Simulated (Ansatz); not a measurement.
Take CoBi in the CsCl type structure (space group Pm-3m, No. 221; ferromagnetic; a hypothetical phase, not in the database extracts checked; relaxed with 0.1 eV smearing) as the base.

```yaml
crystal:
  lattice:
    - [3.30471, 0.00000, 0.00000]
    - [0.00000, 3.30471, 0.00000]
    - [0.00000, 0.00000, 3.30471]
  atoms:
    - { symbol: Co, position: [0.00000, 0.00000, 0.00000] }
    - { symbol: Bi, position: [0.50000, 0.50000, 0.50000] }
```

Cartesian axes are those of the cell as printed.

Level of theory: DFT with PBEsol, PAW potentials and a 420 eV plane-wave cutoff in Ansatz (an electronic-structure program), spin-orbit coupling left out.

Base values:

| Property | Value |
|---|---|
| Largest site moment | 1.11 μB |
| Shortest interatomic distance | 2.862 Å |

It is then changed as follows: a pure shear with ε_yz = ε_zy = -0.0053; the atoms relax in the strained cell.

### Question
What does the calculation give for the largest site moment, shortest interatomic distance, stress and energy relative to the base after the change?

### Answer
The largest site moment remains 1.11 μB; the shortest interatomic distance shrinks by 0.010 Å, from 2.862 Å to 2.852 Å; the stress (xx, yy, zz, yz, xz, xy; compression positive) is (0.0, 0.0, 0.0, 0.2, 0.0, 0.0) GPa; the energy is nearly the same.

The magnetic state is the one reached from the starting moments; the real material's order can differ, and small cells can't hold many antiferromagnetic ones. Whether these cells are dynamically stable was not tested.
